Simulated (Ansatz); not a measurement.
Sr₃P₂ (model structure, started from the A-La2O3 type, P-3m1, No. 164, 5 atoms in the cell), treated with PBEsol (Ansatz, a first-principles code, plane waves, PAW).

Run with plane-wave cutoff 520 eV, 12×12×6 k mesh (along the axes of the cell as run), Fermi–Dirac smearing 0.01 eV, scalar-relativistic PAW data made under PBE.

Cell (relaxed with PBEsol):

```cif
data_P2Sr3
_chemical_formula_sum 'P2 Sr3'
_space_group_name_H-M_alt 'P 1'
_space_group_IT_number 1
_cell_length_a 5.08485
_cell_length_b 5.08485
_cell_length_c 6.57601
_cell_angle_alpha 90.000
_cell_angle_beta 90.000
_cell_angle_gamma 120.000
loop_
_space_group_symop_operation_xyz
  'x, y, z'
loop_
_atom_site_label
_atom_site_type_symbol
_atom_site_fract_x
_atom_site_fract_y
_atom_site_fract_z
_atom_site_occupancy
P1 P 0.33333 0.66667 0.21565 1
P2 P 0.66667 0.33333 0.78435 1
Sr1 Sr 0.00000 0.00000 0.00000 1
Sr2 Sr 0.33333 0.66667 0.68656 1
Sr3 Sr 0.66667 0.33333 0.31344 1
```

Q: What does this level give for the band gap and smallest direct gap on the k points sampled?

A: 
band gap: 0.55 eV
smallest direct gap on the k points sampled: 1.11 eV

Note: the relaxation could raise the start's symmetry but not lower it, so the cell can be a saddle point.

Spin–orbit coupling is not included.

The computed numbers hold no vibrational or temperature effects.

A model structure was made by putting elements into a prototype or built by hand; it is no filed structure, need not be a known phase, and can be a saddle point held by its symmetry.
